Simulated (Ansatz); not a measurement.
Abridged Ansatz (a quantum-chemistry and plane-wave program) output:

```
Relaxation: its limit of steps is 60 (relax.max_steps)
Pseudopotential: Cu, paw, valence charge 19
Pseudopotential: Ga, paw, valence charge 13
Pseudopotential: Se, paw, valence charge 16
Crystal: 8 atoms, lattice volume = 146.976 Å³
Basis set: ecut = 500 eV, 3739 PW (Γ), exchange–correlation on 192×192×192 points (64 copies of the dense FFT grid, shifted against one another)
Bands: 77, of which v1, the nominal top of the filled ones, is band 64 counted from 1 (63 counted from 0)
Symmetry: 8 space group operations
k-points: 59 of 512 (time reversal used)
Functional: x = r2scan, c = r2scan; τ floored in thin density (d = 2e-4 eV/Å³)
SCF iter   1: F=—  HF=-42759.570883 eV  |F-HF|=—  |Δ(HF+E_count)|=         —  Δρ=6.74e-2  dr2=4.09e0  dr2_τ=2.97e-2  ethr=3.10e-3  ⟨swp⟩=5.6  Hψ=14918  notcnv=0  defer=14
SCF iter   2: F=—  HF=-42759.125199 eV  |F-HF|=—  |Δ(HF+E_count)|=   4.46e-1  Δρ=4.40e-2  dr2=1.48e0  dr2_τ=1.58e-2  ethr=3.10e-3  ⟨swp⟩=2.3  Hψ=7989  notcnv=0  defer=391
SCF 1 converged in 11 iterations: F = -42758.893824 eV  dr2 = 5.89e-9
relax step   1: F+E_penalty+E_count = -42758.89382423 eV  Δ(F+E_penalty+E_count) = +0.000e0 eV  max|allowed force component| = 2.107e-5 eV/Å  Δτ_max = 0.0000 Å  P = +18.000 GPa  Ω = 146.976 Å³  (11 SCF iters, dr2 threshold 1.00e-7 eV, accepted)
[... steps on the carried basis left out ...]
relax step   8: F+E_penalty+E_count = -42757.41082233 eV  Δ(F+E_penalty+E_count) = +7.689e-6 eV  max|allowed force component| = 7.178e-4 eV/Å  Δτ_max = 0.0000 Å  P = +30.002 GPa  Ω = 136.932 Å³  stress off target by 6.77e-3 GPa  SCF on the basis re-selected at this cell (its energy is not comparable with the rows above)  (5 SCF iters)
SCF converged after 5 iterations
Free energy (F): -42757.410822 eV
Internal energy: -42757.410822 eV  (E = F + TS)
E sigma→0 (E₀):  -42757.410822 eV
Fermi energy:    13.125826 eV
--- Forces (eV/Å), atoms counted from 1 ---
  atom   1  Cu     0.00000000     0.00000000     0.00000000
  atom   2  Cu    -0.00000000     0.00000000     0.00000000
  atom   3  Ga    -0.00000000     0.00000000    -0.00000000
  atom   4  Ga     0.00000000    -0.00000000    -0.00000000
  atom   5  Se     0.00000000     0.00071780    -0.00000000
  atom   6  Se     0.00000000    -0.00071780    -0.00000000
  atom   7  Se    -0.00071780     0.00000000    -0.00000000
  atom   8  Se     0.00071780    -0.00000000    -0.00000000
--- Stress (GPa, compression-positive) ---
       30.000287       0.000000       0.000000
        0.000000      30.000287       0.000000
        0.000000       0.000000      30.006768
  P = ⅓ Tr σ = 30.0024 GPa (300.024 kbar)
--- Relaxed structure (6 steps of the walk, 6 accepted, 2 SCFs on fresh bases) ---
  cell:  # Å, volume = 136.9318 Å³
    - [-2.587636732524463, 2.5876367325244627, 5.11255190677137]
    - [2.587636732524463, -2.5876367325244627, 5.11255190677137]
    - [2.587636732524463, 2.5876367325244627, -5.11255190677137]
  atoms:
    - { symbol: Cu, position: [0.7500000000000001, 0.24999999999999994, 0.5000000000000001] }
    - { symbol: Cu, position: [1.7594387858480138e-20, 2.8790816495692435e-21, 2.0473469508049238e-20] }
    - { symbol: Ga, position: [0.24999999999999994, 0.7500000000000001, 0.5000000000000001] }
    - { symbol: Ga, position: [0.5, 0.5, 2.0473469508043725e-20] }
    - { symbol: Se, position: [0.11668057599043094, 0.125, 0.4916805759904309] }
    - { symbol: Se, position: [0.6333194240095691, 0.625, 0.5083194240095691] }
    - { symbol: Se, position: [0.37500000000000006, 0.883319424009569, 0.008319424009569087] }
    - { symbol: Se, position: [0.875, 0.366680575990431, 0.991680575990431] }
```

Question: What was computed, and what are the main results?

Answer: GaCuSe2, 8 atoms in the cell, with r2SCAN, PAW, 500 eV (Ansatz; no spin-orbit coupling), earlier PAW set, from a series relaxed to a target (pressure 30 GPa). The last SCF converged to F = -42757.410822 eV, or -5344.6764 eV per atom, at a pressure of 30.00 GPa. The total energy compares only with runs of the same code, potentials and settings.

Load acts through the strain it causes; cell and atoms are relaxed under it. Stability against distortions was not tested. No other phases were tried under pressure. The final runs are not spin-polarised. The cell was made from GaCuSe₂ in the chalcopyrite structure (space group I-42d, No. 122) by this change: pressure 30 GPa.

Keys are those of Ansatz 0.2.
